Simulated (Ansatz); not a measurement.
# CdSe, response to strain

The parent structure is CdSe in the wurtzite structure (space group P6_3mc, No. 186; a = 4.248 Å, c = 6.941 Å).

Strains are applied to the cell and any free atomic positions relax.

The values are results of Ansatz (a program for electronic structure) LDA, scalar-relativistic without spin-orbit coupling, not measurements.

Notes on the quantities. energy relative to the base: free energy F.

| isotropic strain (%) | energy relative to the base (meV/atom) |
|---|---|
| 0 | 0.0 |
| 0.6 | ? |
| 1.2 | 6.0 |
| 1.8 | 13.3 |
| 2.4 | 23.2 |
| 3 | 35.4 |

Q: Fit ΔE = Aε² + Bε³ (ε in %) to the rows shown and predict the withheld row.

A: Least squares on the printed values gives A = 4.37 and B = -0.14 meV/atom (largest residual 0.0 meV/atom); this predicts 1.5 meV/atom, and the run gives 1.5 meV/atom, in agreement.

Stability against distortions was not tested.
